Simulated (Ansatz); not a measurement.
We consider BAs (model structure, started from the BeO type, P4₂/mnm, No. 136, 8 atoms in the cell), described by PBEsol (Ansatz, a quantum-chemistry and plane-wave program, PAW).

Settings: plane-wave cutoff 520 eV, 6×6×10 k mesh (along the axes of the cell as run), Fermi–Dirac smearing 0.01 eV, scalar-relativistic PAW data made under PBE.

Cell (relaxed with PBEsol):

```
CELL_PARAMETERS angstrom
      5.83729     0.00000     0.00000
      0.00000     5.83729     0.00000
      0.00000     0.00000     3.36177
ATOMIC_POSITIONS crystal
  B  0.32270 0.67730 0.00000
  B  0.67730 0.32270 0.00000
  B  0.82270 0.82270 0.50000
  B  0.17730 0.17730 0.50000
  As 0.31842 0.31842 0.00000
  As 0.68158 0.68158 0.00000
  As 0.18158 0.81842 0.50000
  As 0.81842 0.18158 0.50000
```

Problem. What does this level give for the band gap and smallest direct gap on the k points sampled?

Solution. 
- band gap: 0.61 eV (indirect)
- smallest direct gap on the k points sampled: 1.08 eV

Note: the relaxation could raise the start's symmetry but not lower it, so the cell can be a saddle point.

Spin–orbit coupling is not included.

The result took roughly 40 core-seconds.

A model structure was made by putting elements into a prototype or built by hand; it is no filed structure, need not be a known phase, and can be a saddle point held by its symmetry.
